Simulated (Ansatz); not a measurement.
Input and output of a self-consistent single point for PbBrF (P4mm, 6 atoms in the cell) (Ansatz, an electronic-structure program).

Computed with PBEsol, default PAW files made with PBE (plane waves; Ansatz).

```yaml
crystal:
  lattice:
    - [4.19761, 0.00000, 0.00000]
    - [0.00000, 4.19761, 0.00000]
    - [0.00000, 0.00000, 7.68533]
  atoms:
    - { symbol: Pb, position: [0.00000, 0.50000, 0.81591] }
    - { symbol: Pb, position: [0.50000, 0.00000, 0.19060] }
    - { symbol: Br, position: [0.50000, 0.00000, 0.65273] }
    - { symbol: Br, position: [0.00000, 0.50000, 0.34727] }
    - { symbol: F, position: [0.50000, 0.50000, 0.00000] }
    - { symbol: F, position: [0.00000, 0.00000, 0.00000] }
```

Reference input (self-consistent single point, DFT, PBEsol, plane waves, default PAW files made with PBE): basis.ecutwfc = 420 eV; kpoints.mp_grid.grid = 6 6 4; hamiltonian.xc = pbesol; hamiltonian.pseudopotentials = {kind: paw} (the program's default PAW files); scf.occupations.method = fermi_dirac; scf.occupations.width = 0.05 eV. This run's input differs from it in these lines:

Ansatz 0.2 input:
```diff
@@ -16,3 +16,3 @@
 kpoints:
-  mp_grid: { grid: [6, 6, 4] }
+  mp_grid: { grid: [14, 14, 8], shift: [0.5, 0.5, 0.5] }
 hamiltonian:
```

The program printed (abridged):

```
SCF iter   1: F=—  HF=-30587.999096 eV  |F-HF|=—  |Δ(HF+E_count)|=         —  Δρ=9.77e-3  dr2=9.66e-2  ethr=1.77e-3  ⟨swp⟩=8.0  Hψ=17442  notcnv=0
all-band conjugate gradients solve this SCF's bands
preconditioner: auto → Resta (q_TF=auto, 2.355 Å⁻¹)
SCF iter   2: F=—  HF=-30587.977399 eV  |F-HF|=—  |Δ(HF+E_count)|=   2.17e-2  Δρ=2.42e-3  dr2=9.79e-3  ethr=1.72e-4  ⟨swp⟩=2.0  Hψ=6825  notcnv=0  defer=190
SCF iter   3: F=—  HF=-30587.975530 eV  |F-HF|=—  |Δ(HF+E_count)|=   1.87e-3  Δρ=7.48e-4  dr2=9.83e-4  ethr=1.75e-5  ⟨swp⟩=2.8  Hψ=6965  notcnv=0  defer=190
SCF iter   4: F=—  HF=-30587.975445 eV  |F-HF|=—  |Δ(HF+E_count)|=   8.51e-5  Δρ=1.41e-4  dr2=1.75e-5  ethr=1.75e-6  ⟨swp⟩=2.0  Hψ=5070  notcnv=0  defer=190
SCF iter   5: F=—  HF=-30587.975326 eV  |F-HF|=—  |Δ(HF+E_count)|=   1.19e-4  Δρ=2.95e-5  dr2=1.10e-6  ethr=3.13e-8  ⟨swp⟩=2.8  Hψ=7521  notcnv=0  defer=190
SCF iter   6: F=-30587.975327 eV  HF=-30587.975327 eV  |F-HF|=5.61e-8  |Δ(HF+E_count)|=   1.22e-6  Δρ=6.23e-6  dr2=6.11e-8  ethr=1.79e-10  ⟨swp⟩=10.2  Hψ=20558  notcnv=0
SCF 1 converged in 6 iterations: F = -30587.975327 eV  dr2 = 6.11e-8
Free energy (F): -30587.975327 eV
Internal energy: -30587.975327 eV  (E = F + TS)
E sigma→0 (E₀):  -30587.975327 eV
Fermi energy:    6.912052 eV
--- Forces (eV/Å), atoms counted from 1 ---
  atom   1  Pb     0.00000000     0.00000000    -0.19211669
  atom   2  Pb    -0.00000000     0.00000000     0.09347042
  atom   3  Br     0.00000000     0.00000000     0.01627786
  atom   4  Br    -0.00000000     0.00000000    -0.03697307
  atom   5  F      0.00000000     0.00000000     0.05967378
  atom   6  F     -0.00000000     0.00000000     0.05967378
--- Stress (GPa, compression-positive) ---
       -1.757035       0.000000       0.000000
        0.000000      -1.757035       0.000000
        0.000000       0.000000      -1.052129
  P = ⅓ Tr σ = -1.5221 GPa (-15.221 kbar)
  The stress holds the Pulay correction. Without it, at fixed plane waves, as pw.x and ABINIT print it: P = -1.7293 GPa
```

The run converged in 6 iterations. Against the reference run the free energy hardly moves (within 1 meV/atom), the pressure stays at -1.52 GPa, the largest force stays at 0.192 eV/Å and the gap on the mesh goes from 2.389 to 2.500 eV.

The starting cell comes from a database of computed structures (which also holds hypothetical and non-ambient phases and stackings), without a prior relaxation at this level. Its lattice was rescaled by up to half a per cent. One atom was moved a little off its site on purpose. Spin-orbit coupling is off. Ansatz's pressure includes its estimate of the finite-basis (Pulay) stress. Another mesh or the band path of this cell gives a smaller gap, so this value is not converged in the mesh.

Cost on one core of a shared machine: roughly 50 s.
